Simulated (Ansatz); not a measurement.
An Ansatz (a first-principles code) run: Rb with a change (pressure 7.5 GPa); Kohn–Sham DFT with the PBE functional, run in Ansatz with PAW and 420 eV plane waves, no SOC.

Input:

Ansatz 0.2 input:
```yaml
crystal:
  lattice:
    - [-2.3155358765, 2.3155358765, 2.3155358765]
    - [2.3155358765, -2.3155358765, 2.3155358765]
    - [2.3155358765, 2.3155358765, -2.3155358765]
  atoms:
    - { symbol: Rb, position: [0, 0, 0] }
basis: { ecutwfc: 420, ecutrho_ratio: 4, xc_grid: 2, fft_grid_basis: typed }
kpoints: { mp_grid: { grid: [12, 12, 12] } }
hamiltonian:
  xc: pbe
  dispersion: none
  pseudopotentials: { kind: paw }
scf: { occupations: { method: fermi_dirac, width: 0.05 } }
relax: { f_tol: 0.01, max_steps: 60, cell: { stress_tol: 0.02, p_target: 7.5 } }
output: { forces: true, stress: true }
checkpoint: { write: state.ck, write_every: 1000 }
```

Output (explanatory and most iteration lines left out):

```
Relaxation: its limit of steps is 60 (relax.max_steps)
Pseudopotential: Rb, paw, valence charge 9
Crystal: 1 atoms, lattice volume = 49.661 Å³
Basis set: ecut = 420 eV, 959 PW (Γ), exchange–correlation on 54×54×54 points (8 copies of the dense FFT grid, shifted against one another)
Bands: 9, of which v1, the nominal top of the filled ones, is band 5 counted from 1 (4 counted from 0)
Symmetry: 48 space group operations
Space group: Im-3m (ITA 229), of the structure as read, at distance tolerance 3.7e-5 Å
k-points: 72 of 1728
Functional: x = pbe(κ = 0.804, μ = 0.2195149727645171), c = pbe(β = 0.06672455060314922)
SCF iter   1: F=—  HF=-3266.941009 eV  |F-HF|=—  |Δ(HF+E_count)|=         —  Δρ=5.80e-4  dr2=1.29e-4  ethr=1.77e-3  ⟨swp⟩=6.3  Hψ=5407  notcnv=0
SCF iter   2: F=—  HF=-3266.941436 eV  |F-HF|=—  |Δ(HF+E_count)|=   4.27e-4  Δρ=3.53e-4  dr2=5.19e-5  ethr=1.43e-6  ⟨swp⟩=3.2  Hψ=1816  notcnv=0
SCF 1 converged in 6 iterations: F = -3266.941541 eV  dr2 = 1.27e-9
relax step   1: F+E_penalty+E_count = -3266.94154060 eV  Δ(F+E_penalty+E_count) = +0.000e0 eV  max|allowed force component| = 0.000e0 eV/Å  Δτ_max = 0.0000 Å  P = +4.991 GPa  Ω = 49.661 Å³  (6 SCF iters, dr2 threshold 1.00e-7 eV, accepted)
[... steps on the carried basis left out ...]
relax step   5: F+E_penalty+E_count = -3266.70737277 eV  Δ(F+E_penalty+E_count) = +2.215e-5 eV  max|allowed force component| = 0.000e0 eV/Å  Δτ_max = 0.0000 Å  P = +7.496 GPa  Ω = 43.563 Å³  stress off target by 4.04e-3 GPa  SCF on the basis re-selected at this cell (its energy is not comparable with the rows above)  (5 SCF iters)
SCF converged after 5 iterations
Free energy (F): -3266.707373 eV
Internal energy: -3266.698145 eV  (E = F + TS)
E sigma→0 (E₀):  -3266.702759 eV
Entropy (-TS):   -0.009228 eV (-9.228 meV/atom)
Fermi energy:    6.580661 eV
--- Forces (eV/Å), atoms counted from 1 ---
  atom   1  Rb     0.00000000    -0.00000000     0.00000000
--- Stress (GPa, compression-positive) ---
        7.495958       0.000000      -0.000000
       -0.000000       7.495958      -0.000000
        0.000000      -0.000000       7.495958
  P = ⅓ Tr σ = 7.4960 GPa (74.960 kbar)
--- Relaxed structure (4 steps of the walk, 4 accepted, 1 SCFs on fresh bases) ---
  cell:  # Å, volume = 43.5631 Å³
    - [-2.216593733807578, 2.216593733807578, 2.216593733807578]
    - [2.216593733807578, -2.216593733807578, 2.216593733807578]
    - [2.216593733807578, 2.216593733807578, -2.216593733807578]
  atoms:
    - { symbol: Rb, position: [0.0, 0.0, 0.0] }
```

Load acts through the strain it causes; cell and atoms are relaxed under it. Stability against distortions was not tested. Measured, Rb leaves this structure (for fcc) near 7 GPa (temperature not stated; as listed in Olga Degtyareva, NATO science for peace and security series. B, Physics and biophysics (2010)). The cell was made from Rb in the bcc (W type) structure (space group Im-3m, No. 229) by this change: pressure 7.5 GPa.
